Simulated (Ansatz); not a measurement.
```yaml
crystal:
  lattice:
    - [0.00000, 2.81109, 2.75487]
    - [2.81109, 0.00000, 2.75487]
    - [2.81109, 2.81109, 0.00000]
  atoms:
    - { symbol: Ge, position: [0.00000, 0.00000, 0.00000] }
    - { symbol: Ge, position: [0.25000, 0.25000, 0.25000] }
```

No spin polarisation.

Calculations: Kohn–Sham DFT with the LDA functional, run in Ansatz (a program for electronic structure) with PAW and 420 eV plane waves, no spin-orbit coupling. Γ-centred 14×14×14 mesh, Fermi–Dirac width 0.05 eV.

Q: Estimate the space group.

A: I4_1/amd (No. 141).

Q: Estimate the pressure (mean of the normal stresses, compression positive).

A: 1.5 GPa.

The cells carry an imposed strain or load. No phonon test of stability was made. The cell was made from Ge in the diamond structure (space group Fd-3m, No. 227) by this change: uniaxial strain ε_zz = −2.00 %.
